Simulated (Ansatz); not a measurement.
We consider white tin (β-Sn), described by PBEsol+SOC in Ansatz (PAW).

The input as run:

Ansatz 0.2 input:
```yaml
crystal:
  lattice:
    - [-2.9190590652, 2.9190590652, 1.5770040236]
    - [2.9190590652, -2.9190590652, 1.5770040236]
    - [2.9190590652, 2.9190590652, -1.5770040236]
  atoms:
    - { symbol: Sn, position: [0.25, 0.75, 0.5] }
    - { symbol: Sn, position: [0.0, 0.0, 0.0] }
basis:
  ecutwfc: 520
  ecutrho_ratio: 4
  xc_grid: 2
kpoints:
  mp_grid: { grid: [20, 20, 20] }
hamiltonian:
  xc: pbesol
  dispersion: none
  pseudopotentials: { kind: paw }
scf:
  occupations: { method: fermi_dirac, width: 0.05 }
  convergence: { dr2_threshold: 0.0000000002 }
output:
  forces: true
  stress: true
  eigenvalues: true
magnetization:
  noncollinear: true
  spin_orbit: true
```

From the output:

```
Crystal: 2 atoms, lattice volume = 53.750 Å³
Basis set: ecut = 520 eV, 1461 PW (Γ), exchange–correlation on 72×72×72 points (8 copies of the dense FFT grid, shifted against one another)
Bands: 36, of which v1, the nominal top of the filled ones, is band 28 counted from 1 (27 counted from 0)
Symmetry: 16 space group operations + 16 with time reversal
k-points: 641 of 8000
Initial density: superposition of atomic densities (chi_scale 0.1, normalization cell)
Functional: x = pbesol(κ = 0.804, μ = 0.12345679012345678), c = pbesol(β = 0.046)
spin=Noncollinear: Kerker preconditioning applied to the charge; magnetization (m_x, m_y, m_z) channels mix plain (no charge-response kernel on spin).
SCF 1 converged in 9 iterations: F = -11903.769547 eV  dr2 = 1.62e-11
SCF converged after 9 iterations
Free energy (F): -11903.769547 eV
Internal energy: -11903.762090 eV  (E = F + TS)
E sigma→0 (E₀):  -11903.765818 eV
Fermi energy:    10.700203 eV
--- Forces (eV/Å), atoms counted from 1 ---
  atom   1  Sn    -0.00000000    -0.00000000     0.00000000
  atom   2  Sn    -0.00000000    -0.00000000     0.00000000
--- Stress (GPa, compression-positive) ---
        0.001779       0.000000       0.000000
        0.000000       0.001779      -0.000000
       -0.000000      -0.000000      -0.001747
  P = ⅓ Tr σ = 0.0006 GPa (0.006 kbar)
```

The PAW data were made under PBE.

Computing time: very roughly 2.6 core-minutes.

Ansatz is an electronic-structure program.
